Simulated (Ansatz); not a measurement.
In a (8,0) GaN nanotube, the lowest empty band has its minimum at Γ and lies 0.020 eV higher 0.0355 Å⁻¹ away along the axis.

All values below come from PBE (plane waves to 420 eV, PAW; Ansatz, an electronic-structure program). Mesh 1×1×6. No spin polarisation. One-dimensional cell, images about 11 Å apart. A hypothetical model, rolled from the flat sheet. Symmetry and one short period hold its shape; lower forms weren't sought.

Estimate the electron mass along the axis.

For a parabola ΔE = ħ²Δk²/2m, and ħ²/2mₑ = 3.810 eV Å². So m/mₑ = 3.810 × 0.0355²/0.020 = 0.24. The curvature over a step a third as long gives 0.23; the band is close to a parabola here.
